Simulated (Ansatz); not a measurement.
Ansatz (an electronic-structure program), DFT, PBE, plane waves, its default PAW files: fcc Cu, atoms displaced, 4 atoms. Basis and mesh were picked for this test and aren't claimed converged.

```yaml
cell: 3.62, 3.62, 3.62 Å; 90, 90, 90°
distance_to_the_nearest_atom: 2.51 to 2.53 Å
task: single point
k mesh: 10×10×10
hamiltonian.xc: pbe
kind_of_files: paw
scf.occupations.method: fermi_dirac
scf.occupations.width: 0.1 eV
output.forces: true
memory maximum (--max-ram): 200GiB
accuracy: medium (default)
basis.precision: auto (default)
basis.xc_grid: 2 (default)
scf.eigensolver.kind: auto (default)
scf.mixing.algorithm: auto (default)
scf.mixing.preconditioner: auto (default)
scf.convergence.dr2_threshold: 1e-07 (default)
scf.lower_state_search: light (default)
k-points after symmetry: 504
bands_at_the_start: 43
electrons: 76
plane waves at Γ: 925
cutoff (eV): 420
FFT grid: 25×25×25
symmetry_operations: 1
```

Machine: one whole node, Intel Xeon 6 (Granite Rapids), 96 cores on 1 socket, 2 hardware threads a core, 3 L3 cache groups, 3 NUMA nodes.

Wall times, medians of two to five repeats, each run alone on the node (launch to exit). Processes are pinned to neighbouring cores unless said otherwise. The build: release build for x86-64 with AVX-512, one process with threads; another build can shift the numbers. Scratch files lie in a memory file system.

Measured:

```tsv
cores	layout	wall time
2	2 threads	17 s
4	4 threads	8.8 s
8	8 threads	4.5 s
16	16 threads	2.5 s
32	32 threads	1.5 s
48	48 threads	1.2 s
64	64 threads	1.0 s
```

Problem. Fit T(p) = s + w/p to these times and predict the runs with 24 threads and with 96 threads. How well does the fit hold?

Solution. A fit of relative deviations gives s = 0.49 s and w = 33 core-seconds; it misses the rows shown by at most 2 %.

```tsv
cores	layout	fit	measured	measured against fit
24	24 threads	1.9 s	1.8 s	-3 %
96	96 threads	0.83 s	0.93 s	+12 %
```

Efficiency, counted from 2 cores, is near one half at 64 cores. The shortest time, 0.93 s, comes at 96 cores. The share that grows most is that of start and exit outside the program's clock: from 0.75 % of the time on 2 cores to 25 % on 96. The largest part on 96 cores, band solves (diag), takes 14 s on 2 and 0.36 s there.

Keys are those of Ansatz 0.2.
